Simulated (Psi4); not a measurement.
Psi4 1.11, PBE0/def2-svp, scf_type pk: Ta(Br)(OH)4 ([OH][Ta]([OH])([OH])([OH])[Br]), 10 atoms. The geometry is a generated start, not checked to be a minimum at this level.

| Property | Result |
|---|---|
| task | energy |
| method | pbe0 |
| basis | def2-svp |
| memory | 7 GB |
| e_convergence | 1e-08 |
| d_convergence | 1e-07 |
| guess | auto, which took SAD (default) |
| diis_max_vecs | 10 (default) |
| scf_initial_accelerator | adiis (default) |
| dft_radial_points | 75 (default) |
| dft_spherical_points | 302 (default) |
| effective core potentials | those of the basis set, past Kr |
| basis functions | 140 |
| grid points | 215675 |

```xyz
10

Ta     0.0392    -0.0950    -0.0245
Br     1.9854    -1.4056    -0.6212
O      0.2011     0.1797     1.7989
H      0.2379     0.7015     2.5997
O     -0.8881     0.1335    -1.6028
H     -1.3692     0.5685    -2.3031
O     -0.9354    -1.5931     0.3194
H     -1.5125    -2.3147     0.5692
O      0.9120     1.4854    -0.3200
H      1.3296     2.3399    -0.4156
```

The reference run uses exact four-centre integrals (scf_type = pk). Each setting ran once; only counts and results are compared.

Settings tried, all else as in the reference:
- scf_type = cd, cholesky_tolerance = 1e-06
- scf_type = cd, cholesky_tolerance = 1e-05
- scf_type = mem_df
- scf_type = cd, cholesky_tolerance = 0.0001 (default)
- scf_type = dfdirj+cosx, cosx_radial_points_final = 25, cosx_spherical_points_final = 50
- scf_type = cd, cholesky_tolerance = 0.001
- scf_type = dfdirj+cosx
- scf_type = dfdirj+link
- scf_type = dfdirj+snlink
- scf_type = dfdirj+cosx, cosx_radial_points_final = 75, cosx_spherical_points_final = 302
- scf_type = dfdirj+cosx, cosx_radial_points_final = 50, cosx_spherical_points_final = 194

**Question.** Sort the settings: which keep to the reference within 0.10 meV/atom in energy, and which don't?

**Answer.** Within it: scf_type = mem_df; scf_type = cd, cholesky_tolerance = 1e-06. Outside: scf_type = dfdirj+cosx, cosx_radial_points_final = 75, cosx_spherical_points_final = 302; scf_type = dfdirj+snlink; scf_type = dfdirj+link; scf_type = dfdirj+cosx, cosx_radial_points_final = 50, cosx_spherical_points_final = 194; scf_type = cd, cholesky_tolerance = 1e-05; scf_type = cd, cholesky_tolerance = 0.0001 (default); scf_type = dfdirj+cosx; scf_type = dfdirj+cosx, cosx_radial_points_final = 25, cosx_spherical_points_final = 50; scf_type = cd, cholesky_tolerance = 0.001.

```json
[
 {"setting": "scf_type = mem_df", "energy against the reference": "−0.015 meV/atom"},
 {"setting": "scf_type = cd, cholesky_tolerance = 1e-06", "energy against the reference": "−0.019 meV/atom"},
 {"setting": "scf_type = dfdirj+cosx, cosx_radial_points_final = 75, cosx_spherical_points_final = 302", "energy against the reference": "−0.24 meV/atom"},
 {"setting": "scf_type = dfdirj+snlink", "energy against the reference": "−0.27 meV/atom"},
 {"setting": "scf_type = dfdirj+link", "energy against the reference": "−0.27 meV/atom"},
 {"setting": "scf_type = dfdirj+cosx, cosx_radial_points_final = 50, cosx_spherical_points_final = 194", "energy against the reference": "−0.37 meV/atom"},
 {"setting": "scf_type = cd, cholesky_tolerance = 1e-05", "energy against the reference": "−0.53 meV/atom"},
 {"setting": "scf_type = cd, cholesky_tolerance = 0.0001 (default)", "energy against the reference": "−1.9 meV/atom"},
 {"setting": "scf_type = dfdirj+cosx", "energy against the reference": "−2.2 meV/atom"},
 {"setting": "scf_type = dfdirj+cosx, cosx_radial_points_final = 25, cosx_spherical_points_final = 50", "energy against the reference": "+4.2 meV/atom"},
 {"setting": "scf_type = cd, cholesky_tolerance = 0.001", "energy against the reference": "−8.7 meV/atom"}
]
```

Total energies are compared; such shifts often cancel in part in energy differences. The DFDIRJ builders fit J, which adds its shift to that of exchange. Psi4 runs the final COSX grid once, on the density of the start grid. No test of the SCF solution's stability was run. Also tried and not ranked: scf_type = direct (same energy as a listed run); scf_type = cd, cholesky_tolerance = 0.01 (possibly another state). The tolerance is a choice made for this comparison.
